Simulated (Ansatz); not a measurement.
Consider this model of amorphous Si₁₀Al₁₆O₄₄.

```
Al8O22Si5
1.0
    9.91810    -0.15894    -0.04199
   -0.15894     9.94749    -0.03027
   -0.04199    -0.03027     9.85658
Si Al O
10 16 44
Cartesian
  4.66509   2.27245   0.69466
  3.39728   9.24729   0.92722
  3.84559   4.19037   6.00590
  5.64361   7.43324   9.78556
  0.09761   4.97438   2.50818
  4.54889   1.97500   7.68689
  9.23339   5.26808   5.27056
  6.72631   6.46266   4.57815
  3.03554   0.27864   3.60647
  6.15105   1.12734   3.96864
  8.88306   7.21976   1.15964
  9.39397   3.10719   0.26603
  2.68562   3.24148   3.00278
  7.40445   8.99950   4.44679
  9.44361   2.80739   7.46376
  7.05587   1.34821   9.24046
  3.84297   6.73573   7.64506
  9.61375   7.74610   3.70090
  8.61041   0.33840   1.73641
  1.35975   4.80569   7.69650
  9.54633   9.73030   6.38913
  2.68035   9.51877   6.61254
  5.91454   9.10257   6.84696
  7.96013   8.48370   8.80237
  1.17204   7.94462   8.64687
  5.29699   3.95858   3.37091
  3.74241   3.92466   4.34204
  4.64004   0.69231   3.61366
  4.31491   2.86329   9.06379
  9.06483   4.59182   1.15382
  1.56981   4.35587   2.33583
  9.41872   1.81288   1.39274
  4.63803   6.33101   9.18217
  0.15082   6.79004   5.10187
  2.41064   3.93403   6.66190
  7.95215  -0.03058   0.06565
  4.34954   5.68488   6.33743
  3.77075   0.91807   0.76511
  2.37540   9.50737   4.91586
  7.74835   7.35356   3.58426
  8.20004   2.60354   8.73559
  5.78632   5.59841   3.60217
  6.24955   2.00879   0.78699
  9.82124   1.48471   6.51329
  8.05850   9.17159   7.19285
  9.37715   4.35562   3.90900
  0.63223   3.65081   8.84261
  2.37378   8.60997   9.67426
  4.25305   3.32140   1.95094
  6.23462   8.16098   8.39769
  2.21009   1.63181   3.29769
  4.88254   8.52406   0.88359
  4.93419   3.05890   6.51845
  6.38382   2.70405   3.85207
  1.03907   9.04909   7.25334
  6.52240   0.32566   5.38868
  9.26308   8.74576   2.07484
  4.06179   8.44119   7.02968
  2.72620   9.07990   2.40409
  1.99258   6.43859   8.01631
  7.19081   7.14835   0.55612
  9.71489   4.45739   6.64418
  9.45596   7.55144   9.30956
  6.26554   7.82643   5.41823
  5.85736   0.91782   7.94368
  7.29016   0.25343   3.06786
  0.11793   6.64598   2.41203
  7.62899   5.50485   5.55176
  3.28909   1.10561   7.27409
  9.16812   9.17169   4.74202
```

Methods: PBE, scalar-relativistic without spin-orbit coupling (Ansatz, a program for electronic structure); r2SCAN, scalar-relativistic without spin-orbit coupling (Ansatz); HSE06, scalar-relativistic without spin-orbit coupling (Ansatz). Neutral PBE cell, which sets geometry, pressure and energy: sampling: a 2×2×2 Γ-centred mesh; Fermi-Dirac width 0.02 eV; no spin polarisation. Exact exchange is cut at the faces of this 10 Å cell, which leaves hybrid gaps a finite-size error.

Preparation: random packing, a CHGNet melt and quench, and a DFT relaxation. O atoms were pushed apart under 1.9 Å during the dynamics, to hinder bonds among them. The hot cell started wider than the set density and was brought back towards it in steps. It is the lowest in DFT energy of 2 quenches. It is a model cell: composition and starting density were chosen by hand, and all elements were melted together. No dispersion term was used. Cooling ran many orders faster than in experiment, which tends to leave more defects and strain. A cell of this size samples the disorder only roughly. Volume and shape were free in the relaxation.

Q: Give the pressure, the energy against reference phases and the spacing of the highest filled and lowest empty levels.

A: 
```yaml
Pressure on a 2×2×2 Γ-centred mesh: 0.01 GPa
Largest force and stress component on that mesh (the relaxation ran on the zone centre alone): 0.02 eV/Å and 0.0 GPa
Energy relative to corundum + alpha cristobalite (lowest mix at this level among the phases computed, not always the ambient ones): 0.131 eV/atom
Level gap on a 2×2×2 Γ-centred mesh (PBE): 4.12 eV
Level gap at the zone centre (PBE): 4.12 eV
Level gap at the zone centre (r2SCAN): 4.74 eV
Level gap at the zone centre (HSE06): 5.83 eV
Distance between the nearest levels spread over more than a fifth of the atoms or a third of the atoms of their main element (six at least) (PBE, zone centre): 4.65 eV
```

Q: At PBE and the zone centre, how localised are the states just below and above the Fermi level (participation number: the atoms over which a state spreads)?

A: The highest filled state is spread over 2.0 atoms' worth, largest on O32, with weights by element (charge in smoothed Voronoi cells) O 0.95, Al 0.05, Si 0.00. The lowest empty state is spread over 59.0 atoms' worth, largest on O63, with weights by element (charge in smoothed Voronoi cells) O 0.65, Al 0.27, Si 0.08.

At PBE the levels at the filled edge of the gap are localised (band-tail or defect states), and the nearest spread-out levels lie 4.6 eV apart at the zone centre.

Cut-offs for bonds: Si-Si 2.60 Å, Si-Al 2.55 Å, Si-O 1.92 Å, Al-Al 2.66 Å, Al-O 2.38 Å, O-O 1.58 Å. Two cations that share two anions don't count as bonded, nor two that share one unless they lie closer than Si-Si 2.38 Å, Si-Al 2.48 Å, Al-Al 2.59 Å.
